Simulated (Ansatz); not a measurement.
The starting structures come from a database of crystals and need not be the phases stable at ambient conditions.

Evanescent states of LiAlH4 (I4_1/a, not sure to be the ambient phase, 12 atoms a cell, 8.2 Å³ an atom) along the normal of (100)

Method: r2SCAN (plane waves, PAW; Ansatz, a first-principles code).

The gap is the functional's own. No spin-orbit coupling. Mid-gap values are interpolated on the energy grid.

Energies count from the valence-band top; κ is the least over a 8×4 mesh across the current.

```json
[
 {"E (eV)": "0.10", "κ (1/Å)": "0.146", "where": "Γ"},
 {"E (eV)": "0.32", "κ (1/Å)": "0.217", "where": "Γ"},
 {"E (eV)": "0.53", "κ (1/Å)": "0.258", "where": "off Γ"},
 {"E (eV)": "0.73", "κ (1/Å)": "0.284", "where": "off Γ"},
 {"E (eV)": "0.94", "κ (1/Å)": "0.304", "where": "off Γ"},
 {"E (eV)": "1.16", "κ (1/Å)": "0.318", "where": "off Γ"},
 {"E (eV)": "1.36", "κ (1/Å)": "0.326", "where": "off Γ"},
 {"E (eV)": "1.57", "κ (1/Å)": "0.332", "where": "off Γ"},
 {"E (eV)": "1.78", "κ (1/Å)": "0.335", "where": "off Γ"},
 {"E (eV)": "2.00", "κ (1/Å)": "0.331", "where": "Γ"},
 {"E (eV)": "2.21", "κ (1/Å)": "0.323", "where": "Γ"},
 {"E (eV)": "2.42", "κ (1/Å)": "0.314", "where": "Γ"},
 {"E (eV)": "2.62", "κ (1/Å)": "0.304", "where": "Γ"},
 {"E (eV)": "2.83", "κ (1/Å)": "0.291", "where": "Γ"},
 {"E (eV)": "3.04", "κ (1/Å)": "0.277", "where": "Γ"},
 {"E (eV)": "3.25", "κ (1/Å)": "0.259", "where": "Γ"},
 {"E (eV)": "3.46", "κ (1/Å)": "0.239", "where": "Γ"},
 {"E (eV)": "3.67", "κ (1/Å)": "0.215", "where": "Γ"},
 {"E (eV)": "3.88", "κ (1/Å)": "0.183", "where": "Γ"},
 {"E (eV)": "4.09", "κ (1/Å)": "0.139", "where": "Γ"},
 {"E (eV)": "4.30", "κ (1/Å)": "0.043", "where": "off Γ"}
]
```

Q: How thick must the barrier be to attenuate the transmission by 10^6 when the electrodes' Fermi level lies at 2.62 eV, and what attenuation does that film give at 0.32 eV?

A: d = 6 ln 10 / (2 × 0.304) = 22.7 Å. At 0.32 eV it gives 6 × 0.217/0.304 = 4.3 decades.
